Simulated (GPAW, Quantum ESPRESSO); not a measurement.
A GPAW input for a self-consistent single point of Mg2Zn (Cmcm, 6 atoms in the cell) (DFT PBEsol, plane waves, GPAW PAW datasets PBEsol (made by gpaw-setup)):

```python
from ase import Atoms
from ase.units import GPa
from gpaw import GPAW

atoms = Atoms(['Mg', 'Mg', 'Mg', 'Mg', 'Zn', 'Zn'],
              cell=[[4.658352, -2.461030, 0.000000],
                    [4.658352, 2.461030, 0.000000],
                    [0.000000, 0.000000, 4.643965]],
              scaled_positions=[[0.351130, 0.959210, 0.750000],
                                [0.648870, 0.040790, 0.250000],
                                [0.959210, 0.351130, 0.250000],
                                [0.040790, 0.648870, 0.750000],
                                [0.675460, 0.324540, 0.750000],
                                [0.324540, 0.675460, 0.250000]],
              pbc=True)

calc = GPAW(mode={'name': 'pw', 'ecut': 850},
            xc='PBEsol',
            kpts=(5, 5, 5),
            occupations={'name': 'methfessel-paxton', 'width': 0.272, 'order': 0},
            nbands=-12,
            convergence={'density': 1e-05},
            symmetry={'symmorphic': False, 'tolerance': 0.0005},
            maxiter=150,
            txt='-')

atoms.calc = calc

energy = atoms.get_potential_energy()
print('Energy (eV):', round(energy, 6))
forces = atoms.get_forces()
print('Forces (eV/Ang):')
print(forces.round(5))
stress = atoms.get_stress()
print('Stress (GPa, Voigt):', (stress / GPa).round(4))
```

**Question.** Write the same calculation as an input for Quantum ESPRESSO.

**Answer.** This is the input that was run; spellings and numerical settings could be chosen otherwise.

```fortran
&CONTROL
   calculation = 'scf',
   outdir = './tmp',
   pseudo_dir = './',
   tprnfor = .true.,
   tstress = .true.,
/
&SYSTEM
   ibrav = 0,
   nat = 6,
   ntyp = 2,
   ecutwfc = 50,
   ecutrho = 250,
   occupations = 'smearing',
   smearing = 'gaussian',
   degauss = 0.019992,
/
&ELECTRONS
   conv_thr = 1e-10,
/
ATOMIC_SPECIES
Mg    24.3050  mg_pbesol_v1.4.uspp.F.UPF
Zn    65.3800  zn_pbesol_v1.uspp.F.UPF
ATOMIC_POSITIONS {crystal}
Mg    0.351130000    0.959210000    0.750000000
Mg    0.648870000    0.040790000    0.250000000
Mg    0.959210000    0.351130000    0.250000000
Mg    0.040790000    0.648870000    0.750000000
Zn    0.675460000    0.324540000    0.750000000
Zn    0.324540000    0.675460000    0.250000000
K_POINTS {automatic}
5 5 5  0 0 0
CELL_PARAMETERS {bohr}
   8.803009472    -4.650672684     0.000000000
   8.803009472     4.650672684     0.000000000
   0.000000000     0.000000000     8.775821982
```

Basis, cutoffs, solver keys and any potentials are the target program's own. This input uses DFT, PBEsol, plane waves, GBRV 1.5 ultrasoft (PBESOL) pseudopotentials. Both were run: pressure 3.36 GPa in GPAW and 3.04 in Quantum ESPRESSO; largest force 0.013 eV/Å in GPAW and 0.016 in Quantum ESPRESSO.

On GPAW: the starting cell comes from a database of computed structures (which also holds hypothetical and non-ambient phases and stackings), without a prior relaxation at this level. For this run, on top of that: lattice scaled by 0.98. With a pressure of about 3 GPa the cell is away from its equilibrium volume at this level.

On Quantum ESPRESSO: the starting cell comes from a database of computed structures (which also holds hypothetical and non-ambient phases and stackings), without a prior relaxation at this level. For this run, on top of that: lattice scaled by 0.98. With a pressure of about 3 GPa the cell is away from its equilibrium volume at this level.
